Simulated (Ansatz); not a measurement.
# Hf_Al (wurtzite AlN host)

All values below come from PBE, PAW (plane waves to 420 eV; Ansatz, a program for electronic structure). A 3×2×2 supercell of 96 sites was used; the energies come from a 2×2×2 shifted sampling of its zone. Site at the start: the Al site. These values are not converged in cell size to better than tenths of an eV. Levels are measured in PBE's own, too narrow, gap. Spin–orbit coupling is left out, which matters for these heavy elements. Each state is the lowest found from its start.

Formation energies E_f are those of the neutral cell. Chemical conditions: Al-rich (Δμ(Al) = 0.00 eV, Δμ(Hf) = -0.58 eV, bounded by rock-salt HfN; only phases computed here count, gases as isolated molecules at 0 K); N-rich (Δμ(Al) = -2.74 eV, Δμ(Hf) = -3.51 eV, bounded by Hf3N4 (I-43d); only phases computed here count, gases as isolated molecules at 0 K). Reference phases: Al: fcc Al, Hf: hcp Hf.

| charge | moment (μB) | largest move off a lattice site (Å) | E_f, Al-rich (eV) | E_f, N-rich (eV) |
|---|---|---|---|---|
| +1 | not spin-polarised | 0.15 | – | – |
| 0 | 1.0 | 0.22 | 3.23 | 3.43 |
| −1 | not spin-polarised | 0.27 | – | – |
